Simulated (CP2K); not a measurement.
# CP2K run on Zr3S2 (R32, 5 atoms in the cell): self-consistent single point

Method of the run: CP2K with LDA (Pade form), GPW, DZVP-MOLOPT-SR-GTH basis, GTH-PADE potentials (GTH_POTENTIALS).

This input was run:

```
&GLOBAL
  PROJECT bulk
  RUN_TYPE ENERGY_FORCE
  PRINT_LEVEL LOW
&END GLOBAL
&FORCE_EVAL
  METHOD Quickstep
  STRESS_TENSOR ANALYTICAL
  &DFT
    BASIS_SET_FILE_NAME BASIS_MOLOPT
    POTENTIAL_FILE_NAME GTH_POTENTIALS
    &QS
      METHOD GPW
      EPS_DEFAULT 1E-10
    &END QS
    &MGRID
      CUTOFF 500
      REL_CUTOFF 50
      NGRIDS 5
    &END MGRID
    &SCF
      SCF_GUESS ATOMIC
      EPS_SCF 1E-6
      MAX_SCF 100
      ADDED_MOS 9
      &DIAGONALIZATION
        ALGORITHM STANDARD
      &END DIAGONALIZATION
      &MIXING
        METHOD BROYDEN_MIXING
        ALPHA 0.3
        NBUFFER 12
        BETA 1
      &END MIXING
      &SMEAR ON
        METHOD FERMI_DIRAC
        ELECTRONIC_TEMPERATURE [K] 1160.45
      &END SMEAR
    &END SCF
    &KPOINTS
      SCHEME MONKHORST-PACK 7 7 7
    &END KPOINTS
    &XC
      &XC_FUNCTIONAL PADE
      &END XC_FUNCTIONAL
    &END XC
    &PRINT
      &MO
        EIGENVALUES T
        OCCUPATION_NUMBERS T
        NDIGITS 8
        FILENAME mo
        &EACH
          QS_SCF 0
        &END EACH
        ADD_LAST NUMERIC
      &END MO
      &MULLIKEN OFF
      &END MULLIKEN
    &END PRINT
  &END DFT
  &SUBSYS
    &CELL
      ABC 4.83710100 4.83710033 4.83710128
      ALPHA_BETA_GAMMA 73.74807053 73.74806642 73.74807547
      PERIODIC XYZ
    &END CELL
    &COORD
      SCALED
      Zr       0.16128000     0.83872000     0.50000000
      Zr       0.50000000     0.16128000     0.83872000
      Zr       0.83872000     0.50000000     0.16128000
      S        0.33497000     0.33497000     0.33497000
      S        0.66503000     0.66503000     0.66503000
    &END COORD
    &KIND Zr
      BASIS_SET DZVP-MOLOPT-SR-GTH-q12
      POTENTIAL GTH-PADE-q12
    &END KIND
    &KIND S
      BASIS_SET DZVP-MOLOPT-SR-GTH-q6
      POTENTIAL GTH-PADE-q6
    &END KIND
  &END SUBSYS
  &PRINT
    &FORCES ON
    &END FORCES
    &STRESS_TENSOR ON
    &END STRESS_TENSOR
  &END PRINT
&END FORCE_EVAL
```

Log, with long lists cut:

```
 GLOBAL| Method name                                                        CP2K
 GLOBAL| Project name                                                       bulk
 GLOBAL| Run type                                                   ENERGY_FORCE

 TOTAL NUMBERS AND MAXIMUM NUMBERS

  Total number of            - Atomic kinds:                                   2
                             - Atoms:                                          5
                             - Shell sets:                                     5
                             - Shells:                                        34
                             - Primitive Cartesian functions:                 29
                             - Cartesian basis functions:                    121
                             - Spherical basis functions:                    104

  Maximum angular momentum of- Orbital basis functions:                        3
                             - Local part of the GTH pseudopotential:          2
                             - Non-local part of the GTH pseudopotential:      4

 SCF PARAMETERS         Density guess:                                    ATOMIC
                        max_scf:                                             100
                        max_diis:                                              4
                        eps_scf:                                        1.00E-06
                        eps_diis:                                       1.00E-01
                        eps_eigval:                                     1.00E-05
                        level_shift [a.u.]:                             0.000000
                        added MOs                                         9    0
                        Mixing method:                            BROYDEN_MIXING
                                                charge density mixing in g-space
                        Smear method:                                FERMI_DIRAC
                        Electronic temperature [K]:                       1160.5
                        Electronic temperature [a.u.]:                  3.67E-03
                        Accuracy threshold:                             1.00E-10
                        No outer SCF

 Extrapolation method: initial_guess

 Number of electrons:                                                         48
 Number of occupied orbitals:                                                 24
 Number of molecular orbitals:                                                33

 Number of orbital functions:                                                104
 Number of independent orbital functions:                                    104

 SCF WAVEFUNCTION OPTIMIZATION

  Step     Update method      Time    Convergence         Total energy    Change
     1 NoMix/Diag. 0.30E+00      -     1.79908791      -163.2786090441 -1.63E+02
     2 Broy./Diag. 0.30E+00      -     0.01863335      -163.4849275661 -2.06E-01
     3 Broy./Diag. 0.30E+00      -     0.03245815      -162.6999005477  7.85E-01
     4 Broy./Diag. 0.30E+00      -     0.01160688      -162.2595074954  4.40E-01
     5 Broy./Diag. 0.30E+00      -     0.00101777      -162.2199325865  3.96E-02
     6 Broy./Diag. 0.30E+00      -     0.00105340      -162.2348191889 -1.49E-02
     7 Broy./Diag. 0.30E+00      -     0.00006645      -162.2485747280 -1.38E-02
     8 Broy./Diag. 0.30E+00      -     0.00006124      -162.2482404447  3.34E-04
     9 Broy./Diag. 0.30E+00      -     0.00000708      -162.2479209634  3.19E-04
    10 Broy./Diag. 0.30E+00      -     0.00000433      -162.2477591155  1.62E-04
    11 Broy./Diag. 0.30E+00      -     0.00000068      -162.2477629027 -3.79E-06

  *** SCF run converged in    11 steps ***

  Electronic density on regular grids:        -47.9999999998        0.0000000002
  Core density on regular grids:               47.9999999959       -0.0000000041
  Total charge density on r-space grids:       -0.0000000039
  Total charge density g-space grids:          -0.0000000039

  Overlap energy of the core charge distribution:               0.00000000000088
  Self energy of the core charge distribution:               -307.64623491935413
  Core Hamiltonian energy:                                     67.77574998877691
  Hartree energy:                                              99.79502565892700
  Exchange-correlation energy:                                -22.16867187784937
  Electronic entropic energy:                                  -0.00363174596102
  Fermi energy:                                                 0.37437196375323

  Total energy:                                              -162.24776290271541
  Total energy (extrapolated to T->0):                       -162.24594702973491

 ENERGY| Total FORCE_EVAL ( QS ) energy [hartree]           -162.247777163315732

 FORCES| Atomic forces [hartree/bohr]
 FORCES|   Atom     x               y               z               |f|
 FORCES|      1  1.90598619E-03 -2.54078985E-03  2.42080877E-08   3.17622361E-03
 FORCES|      2 -1.47080699E-08  1.98526122E-03 -2.47928936E-03   3.17618291E-03
 FORCES|      3 -1.90586267E-03  5.55604065E-04  2.47928639E-03   3.17614065E-03
 FORCES|      4 -1.82510156E-04 -1.36916533E-04 -1.09587420E-04   2.53111629E-04
 FORCES|      5  1.82401339E-04  1.36841100E-04  1.09566185E-04   2.52983169E-04
 FORCES| Sum    -5.64588307E-13 -6.13987160E-13  6.20767760E-13
 FORCES| Total atomic force                                       1.03975613E-12

 STRESS| Analytical stress tensor [bar]
 STRESS|                        x                   y                   z
 STRESS|      x       -8.14401444280E+04  -4.48377452330E+03  -3.59054306563E+03
 STRESS|      y       -4.48377452330E+03  -7.88258757448E+04  -2.69336372936E+03
 STRESS|      z       -3.59054306563E+03  -2.69336372936E+03  -7.76189858655E+04
 STRESS| 1/3 Trace                                            -7.92950020128E+04
```

The run converged in 11 iterations.

The starting cell comes from a database of computed structures (which also holds hypothetical and non-ambient phases and stackings), without a prior relaxation at this level. Values carry the incompleteness of an atom-centred basis. With a pressure of about -8 GPa the cell is away from its equilibrium volume at this level.

Cost on one core of a shared machine: roughly 70 s.
